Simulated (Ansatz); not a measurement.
Start from Cu3N (space group Pm-3m, No. 221; a = 3.721 Å). Axes: x, y, z lie along the cube axes.

The values are results of Ansatz (an electronic-structure program) LDA, no spin-orbit coupling, not measurements.

Strains are applied to the cell and any free atomic positions relax; under biaxial strain the out-of-plane vector relaxes too.

One change was made to it. Results:

```csv
quantity,base,after
energy relative to the base (free energy F),0 meV/atom,+1.8 meV/atom
shortest interatomic distance,1.860 Å,1.865 Å
"pressure (mean of the normal stresses, compression positive)",0.0 GPa,-1.0 GPa
```

Q: What was done to the base?
A. biaxial strain +1.50 %, plane normal [111], relaxed out of plane
B. biaxial strain +0.50 %, plane normal [111], relaxed out of plane
C. biaxial strain +2.50 %, plane normal [111], relaxed out of plane

A: A, biaxial strain +1.50 %, plane normal [111], relaxed out of plane. For comparison, the energy relative to the base in the other runs: biaxial strain +2.50 %, plane normal [111], relaxed out of plane gives +4.8 meV/atom; biaxial strain +0.50 %, plane normal [111], relaxed out of plane gives +0.2 meV/atom.

No phonon test of stability was made. The final runs are not spin-polarised.
